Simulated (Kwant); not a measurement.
Model system: quantum point contact (saddle potential) in a GaN two-dimensional gas. Effective mass 0.22 mₑ, grid spacing 2.5 nm, hard walls, nominal width 60 nm (23 grid rows, so walls 60 nm apart), one parabolic valley, scattering region 180 nm long along x; energies count from the band bottom; Fermi energy 0.00519 eV. Potential (V0 + ½k y²) cos²(πx/L) for |x| < L/2, with V0 swept from 0.0054495 to 0 eV, k = 3.6e-05 eV/nm², L = 43 nm.

Constants are typed, rounded textbook-type inputs, not results; the design itself was drawn at random and stands for no fabricated device.

Model: effective-mass tight-binding model on a square grid, one spin, coherent transport at 0 K (Kwant). Conductance is in e²/h.

Compare with the saddle-point formula G = Σ 1/(1 + exp(−2π(E − V0 − ħωy(n + ½))/ħωx)), taking ħωy = ħ√(k/m) and ħωx from the curvature along x of V0 plus half of the mode's confinement energy.

ħωy = 3.53 meV; at V0 = 4.42 meV the lowest mode has ħωx = 4.43 meV.

| V0 (meV) | formula | simulation |
|---|---|---|
| 5.13 | 0.095 | 0.10 |
| 4.42 | 0.20 | 0.21 |
| 3.71 | 0.40 | 0.42 |
| 3.00 | 0.68 | 0.70 |
| 2.29 | 0.92 | 0.92 |
| 1.58 | 1.04 | 1.04 |

The formula takes a parabolic saddle in the continuum; the run has the full potential on a grid.
